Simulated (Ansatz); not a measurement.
Where the default PAW files enter, the runs use the earlier of Ansatz's two default sets.

Evanescent states of Te2Mo (P6_3/mmc, 6 atoms a cell, 24.2 Å³ an atom, 3 GPa at this level) along the normal of (110)

Method: r2SCAN (plane waves, PAW; Ansatz, a first-principles code).

The gap is the functional's own, uncorrected, and κ follows it; spin-orbit coupling is left out. Mid-gap values are interpolated between the computed energies.

Energies count from the valence-band top; κ is the least over a 6×4 mesh across the current.

```
E (eV)  κ (1/Å)  where
------  -------  -----
0.03      0.091      Γ
0.09      0.132      Γ
0.15      0.148      Γ
0.21      0.162      Γ
0.27      0.173  off Γ
0.33      0.170      Γ
0.39      0.158      Γ
0.45      0.145      Γ
0.51      0.129      Γ
0.57      0.109      Γ
0.63      0.082      Γ
0.69      0.036      Γ
```

Task: How thick must the barrier be to attenuate the transmission by 10^8 when the electrodes' Fermi level lies at 0.21 eV, and what attenuation does that film give at 0.03 eV?

Result: d = 8 ln 10 / (2 × 0.162) = 56.9 Å. At 0.03 eV it gives 8 × 0.091/0.162 = 4.5 decades.
